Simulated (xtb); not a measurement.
xtb 6.7.1, GFN2-xTB: hydrogen-capped Si cluster H76Si87, 163 atoms. The geometry is a generated start, not checked to be a minimum at this level.

```text
163

Si     1.860250     7.291250    10.006750
Si     1.860250    10.006750     7.291250
Si     7.291250     1.860250    10.006750
Si     4.575750     4.575750     4.575750
Si     3.218000     5.933500     5.933500
Si     4.575750     7.291250     7.291250
Si     5.933500     3.218000     5.933500
... (153 lines of coordinates left out) ...
H     14.940250     5.073250     5.073250
H     14.940250     5.073250    10.504250
H     14.940250    10.504250     5.073250
```

The program reports basis functions: 946, valence electrons: 424.

Hardware: AMD EPYC (Zen 5), 96 cores on 1 socket, no SMT, 12 L3 cache groups.

Times are wall-clock medians of two to five runs, from launch to exit, with nothing else on the machine. Unless noted, each process is bound to its own block of adjacent cores. The build: conda-forge: gfortran, OpenMP (GNU), OpenBLAS with its own threads; another build can shift the numbers. Scratch files lie in a memory file system. This build's BLAS runs threads of its own beside OpenMP's, on the same cores; «BLAS threads» counts them.

Started as
```bash
OMP_NUM_THREADS=16 xtb in.xyz --gfn 2 --grad -P 16 --norestart
```
(16 threads, 16 BLAS threads) it takes 2.3 s and 22 SCC iterations of the first single point.

Q: What happens to the run time with 1 thread?

A: About 3.1 s (3 runs within 1 %): 1.3× as long, on 1 core in place of 16, so 0.084× the core-time. The largest move is in iterations: 1.8 s to 2.3 s. Change in the result: energy under 0.001 meV/atom, forces (largest component) under 0.001 meV/Å.
